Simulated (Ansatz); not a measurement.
Results of PBEsol-D3(BJ) (Ansatz, a quantum-chemistry and plane-wave program, plane waves, PAW) for Ti₅Te₄ (I4/m, No. 87).

Run with plane-wave cutoff 520 eV, 16×16×16 k mesh, Fermi–Dirac smearing 0.05 eV, no spin polarisation, scalar-relativistic PAW data made under PBE.

Properties against volume:

Shape and atoms are relaxed at each volume.

```tsv
V (Å³/atom)	P (GPa)	c (Å)	a (Å)
18.724	4.12	3.522	9.783
19.115	1.94	3.550	9.844
19.505	-0.01	3.578	9.906
19.895	-1.74	3.606	9.965
20.285	-3.29	3.633	10.025
```

Note: the volume lies 10 % below that of the published cell; the bulk modulus comes from volumes at which shape and atoms were relaxed.
